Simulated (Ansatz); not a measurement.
We consider antifluorite K₂S, described by LDA (Ansatz, a first-principles code, PAW).

Numerical settings: plane-wave cutoff 500 eV, 8×8×8 k mesh, gaussian smearing 0.02 eV, scalar-relativistic PAW data made under PBE.

Cell (relaxed at this level):

Space group Fm-3m (No. 225); a = b = c = 7.191 Å, α = β = γ = 90.00°

```tsv
atom	site	symmetry	x	y	z
K	8c	-43m	0.2500	0.2500	0.2500
S	4a	m-3m	0.0000	0.0000	0.0000
```
(The calculation used a cell of 3 atoms; values per cell refer to that cell.)

Question: What does this level give for the band gap?

Answer: 
* **band gap**: 2.31 eV (on the SCF k mesh)
